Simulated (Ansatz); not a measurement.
CaO (Fm-3m) under hydrostatic pressure (compression positive): hole conductivity mass by r2SCAN, rigid bands (plane waves, PAW, scalar-relativistic; Ansatz, a quantum-chemistry and plane-wave program). The unloaded cell, whose axes the loads refer to:

```cif
data_CaO
_chemical_formula_sum 'Ca1 O1'
_space_group_name_H-M_alt 'P 1'
_space_group_IT_number 1
_cell_length_a 3.37088
_cell_length_b 3.37088
_cell_length_c 3.37088
_cell_angle_alpha 60.000
_cell_angle_beta 60.000
_cell_angle_gamma 60.000
loop_
_space_group_symop_operation_xyz
  'x, y, z'
loop_
_atom_site_label
_atom_site_type_symbol
_atom_site_fract_x
_atom_site_fract_y
_atom_site_fract_z
_atom_site_occupancy
Ca1 Ca 0.00000 0.00000 0.00000 1
O1 O 0.50000 0.50000 0.50000 1
```

| hydrostatic pressure (compression positive) (GPa) | volume per atom (Å³) | hole conductivity mass (mₑ) |
|---|---|---|
| -6.6 | 14.46 | 1.52 |
| -4.4 | 14.12 | ? |
| -2.2 | 13.81 | 1.43 |
| 0 | 13.54 | 1.40 |
| 2.2 | 13.30 | 1.37 |
| 4.4 | 13.07 | 1.34 |
| 8.8 | 12.68 | 1.29 |
| 13.2 | 12.34 | 1.24 |

**Question.** Fit a straight line to ln(hole conductivity mass) against the load over the rows given, and predict the row at -4.4 GPa.

**Answer.** The means are x̄ = 2.829 GPa and ȳ = 0.3129; Σ(x − x̄)(y − ȳ) = -2.685 and Σ(x − x̄)² = 268.3, so the slope is -1.00 % per GPa, and the rows given lie within 1.1 % of the line. At -4.4 GPa the line gives 1.47 mₑ; the calculation gives 1.47 mₑ, 0.0058 % from it.

Masses are for dilute carriers at 300 K, harmonic means over directions unless an axis is named. Spin-orbit coupling is left out. Stresses and pressures are the targets of the relaxation. The structure type is held at every load. Geometry: cell and atoms relaxed with PBEsol.
